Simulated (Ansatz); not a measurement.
How far to go with the k-point mesh: the (110) slab of SrAl2 (cut from a parent of space group no. 74; 12 atoms in the cell)

```
Al2Sr
1.0
    6.05984     0.00000     0.00000
   -7.01472     5.98414     0.00000
    0.00000     0.00000    21.61880
Al Sr
8 4
Cartesian
  1.68220   0.22572   9.04490
 -0.20998   3.68791   8.48430
 -0.17826   1.81284  10.52911
  1.65048   2.10079   7.00000
 -3.44416   4.59892  13.13450
  1.67838   2.07698  12.57391
  1.71010   0.20191  14.61881
  3.53884   0.48986  11.08969
  4.79069   0.56233   7.74210
 -3.31847   3.35130   9.78701
 -0.33567   4.93554  11.83180
 -1.43011   1.74037  13.87661
```

Level of theory: PBEsol, default PAW files made with PBE (plane waves; Ansatz, a program for electronic structure).

Base settings: basis.ecutwfc = 420 eV; kpoints.mp_grid.grid = 5 3 1; hamiltonian.xc = pbesol; hamiltonian.pseudopotentials = {kind: paw} (the program's default PAW files); scf.occupations.method = gaussian; scf.occupations.width = 0.1 eV.

Only quantities that move along the ladder and can be compared are tabulated.

The count of work is k-points × plane waves × bands × iterations; it is no time. Core times come from one kind of shared machine, to one figure; runs under 30 s give none.

The starting cell comes from a database of computed structures (which also holds hypothetical and non-ambient phases and stackings), without a prior relaxation at this level. The slab is cut from that crystal, and its faces are unrelaxed. Its lattice was rescaled by up to half a per cent.

| kpoints.mp_grid.grid | free energy less the last step's (meV/atom) | largest difference of a force vector from the last step's (eV/Å) | count of work / last | core time / last (rough) |
|---|---|---|---|---|
| 2 1 1 | -35.95 | 0.490 | 0.013 | – |
| 2 2 1 | -3.93 | 0.244 | 0.029 | – |
| 3 2 1 | 6.41 | 0.148 | 0.026 | – |
| 4 2 1 | 0.25 | 0.060 | 0.038 | – |
| 4 3 1 | -4.05 | 0.091 | 0.045 | – |
| 5 3 1 | 0.04 | 0.029 | 0.051 | 0.09 |
| 5 4 1 | 0.42 | 0.041 | 0.071 | 0.08 |
| 6 4 1 | -1.28 | 0.026 | 0.090 | – |
| 7 5 1 | -0.11 | 0.020 | 0.12 | 0.1 |
| 8 6 1 | -0.07 | 0.009 | 0.17 | 0.1 |
| 10 7 1 | 0.09 | 0.005 | 0.23 | 0.2 |
| 12 8 1 | -0.02 | 0.002 | 0.32 | 0.2 |
| 13 9 1 | 0.02 | 0.001 | 0.38 | 0.4 |
| 16 11 1 | 0.00 | 0.001 | 0.57 | 0.5 |
| 18 12 1 | 0.00 | 0.000 | 0.71 | 0.5 |
| 22 14 1 | 0.00 | 0.000 | 1.0 | 1 |

Coarsest kpoints.mp_grid.grid that holds the forces within 0.01 eV/Å of the last step, with all finer ones: 8 6 1, at 0.17 of the last step's count of work and about 0.1 of the last step's time; the step before is off by 0.020 eV/Å.

Coarsest kpoints.mp_grid.grid that holds the free energy within 0.5 meV/atom of the last step, with all finer ones: 7 5 1, at 0.12 of the last step's count of work and about 0.1 of the last step's time; the step before is off by 1.3 meV/atom.

Keys are those of Ansatz 0.2.
